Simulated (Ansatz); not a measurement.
## ZrMo (model structure, within 0.1 Å of Pm-3m, No. 221, 2 atoms in the cell)

These are LDA in Ansatz (plane waves, PAW) values and carry that method's errors.

Run with plane-wave cutoff 520 eV, 18×18×14 k mesh (along the axes of the cell as run), Fermi–Dirac smearing 0.05 eV, no spin polarisation, scalar-relativistic PAW data made under PBE.

Cell (relaxed at this level):

```xyz
2
Lattice="3.2746 0.0000 0.0000 0.0000 3.2746 0.0000 0.0000 0.0000 3.2717" Properties=species:S:1:pos:R:3 pbc="T T T"
Mo     0.0000     0.0000     0.0000
Zr     1.6373     1.6373     1.6359
```

- bulk modulus = 171 GPa

Note: the run has no spin polarisation, so it can have missed a magnetic state; the bulk modulus is −V dP/dV from two relaxed cells at ±2 % in volume.

Computed values are for the static lattice.

The result took about 3 core-minutes (a rough figure).

A model structure was made by putting elements into a prototype or built by hand; it is no filed structure, need not be a known phase, and can be a saddle point held by its symmetry.

Ansatz is a first-principles code.
